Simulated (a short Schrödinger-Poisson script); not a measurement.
Structure: MOS inversion layer, SiO2 on p-type Si(100), at 300 K.

From the gate side: 1.7 nm SiO2; 1900 nm Si, acceptors 5.2e16 cm⁻³.

The device is made up for the run: typed textbook-type constants, with dimensions and the other settings drawn at random. SiO2: permittivity 3.9, conduction-band edge (eV) 3.15, gap (eV) 9, electron mass (mₑ) 0.5. Si: permittivity 11.7, conduction-band edge (eV) 0, gap (eV) 1.124, Nv at 300 K (cm⁻³) 3.1e19.

Channel valleys (confinement mass, in-plane density-of-states mass, number): Δ2 0.916, 0.19, 2; Δ4 0.19, 0.417, 4. At the gate the conduction-band edge of layer 1 lies 3.71 eV − eVg above the Fermi level of the channel; the field vanishes at the back. Gaps are held at their typed values at every temperature. Mesh 0.03 nm at interfaces.

From a short Schrödinger-Poisson script (our own, NumPy): 1D Poisson equation in equilibrium, electrons quantum, Hartree (BenDaniel-Duke, 12 states a valley, the channel's in-plane mass for all, wave functions ending at the dielectric), parabolic valleys, classical holes, full ionisation, no traps, pinning or gate leakage.

| Vg (V) | electrons (cm⁻²) | C (μF/cm²) | Δ2 E0 (meV from the Fermi level) | Δ4 E0 (meV from the Fermi level) |
|---|---|---|---|---|
| 0.45 | 4.59e9 | 0.0972 | 207.1 | 234.4 |
| 0.5 | 2.56e10 | 0.198 | 161.9 | 190.0 |
| 0.55 | 1.10e11 | 0.481 | 123.1 | 152.6 |
| 0.6 | 3.01e11 | 0.803 | 95.0 | 126.9 |
| 0.65 | 5.82e11 | 1.02 | 75.5 | 110.6 |
| 0.7 | 9.20e11 | 1.16 | 61.2 | 99.5 |
| 0.75 | 1.30e12 | 1.25 | 49.9 | 91.5 |
| 0.8 | 1.70e12 | 1.32 | 40.6 | 85.5 |
| 0.85 | 2.12e12 | 1.38 | 32.7 | 80.7 |
| 0.9 | 2.55e12 | 1.42 | 25.8 | 76.7 |
| 0.95 | 3.00e12 | 1.45 | 19.7 | 73.4 |
| 1 | 3.45e12 | 1.48 | 14.1 | 70.6 |
| 1.05 | 3.92e12 | 1.50 | 8.9 | 68.1 |
| 1.1 | 4.39e12 | 1.52 | 4.1 | 65.8 |
| 1.15 | 4.87e12 | 1.54 | -0.3 | 63.9 |
| 1.2 | 5.35e12 | 1.55 | -4.5 | 62.0 |
| 1.25 | 5.84e12 | 1.57 | -8.6 | 60.4 |
| 1.3 | 6.33e12 | 1.58 | -12.4 | 58.8 |
| 1.35 | 6.82e12 | 1.59 | -16.1 | 57.4 |

Gate voltages with under 1e9 electrons/cm² are left out.

**Question.** At Vg = 1.35 V the lowest Δ2 subband lies at -16.1 meV from the Fermi level. How many electrons does it hold, and what share of all?

**Answer.** The two-dimensional density of states is g m/(πħ²) = 1.59e11 cm⁻² meV⁻¹ (both spins), kT = 25.9 meV, so n = D kT ln(1 + exp(−E/kT)) = 4.32e12 cm⁻², 0.63 of the 6.82e12 cm⁻² in all.

**Question.** Compare the slope of the sheet density between 1.25 and 1.35 V with the geometric capacitance of the layers between gate and channel.

**Answer.** q Δn/ΔV = 1.57 μF/cm²; ε0/Σ(t/ε) = 2.03 μF/cm². The ratio is 0.77: the channel acts as a further capacitance in series.
